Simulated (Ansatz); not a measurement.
Density of states of CaS (Fm-3m) above the conduction band minimum, PBEsol, rigid bands run with Ansatz (a quantum-chemistry and plane-wave program); cell volume 44.7 Å³.

(energy from edge (eV), 10⁻³ states/eV/cell): (0.006, 22.4); (0.031, 55.8); (0.056, 76.2); (0.081, 93.0); (0.106, 107); (0.131, 121); (0.156, 133); (0.181, 146); (0.206, 157); (0.231, 169); (0.256, 178); (0.281, 189); (0.319, 205); (0.344, 216); (0.369, 227); (0.394, 235); (0.419, 247); (0.444, 255); (0.469, 265); (0.494, 275); (0.519, 286); (0.544, 296); (0.569, 306); (0.594, 316)

What effective density of states at 300 K does this give (∫ g(E) exp(−E/k_BT) dE, both spins, divided by the cell's size)?

2.6e19 cm⁻³, a density-of-states mass of 1.02 mₑ, valleys and band degeneracy included.

Spin-orbit coupling is left out. Geometry: cell and atoms relaxed with PBEsol.
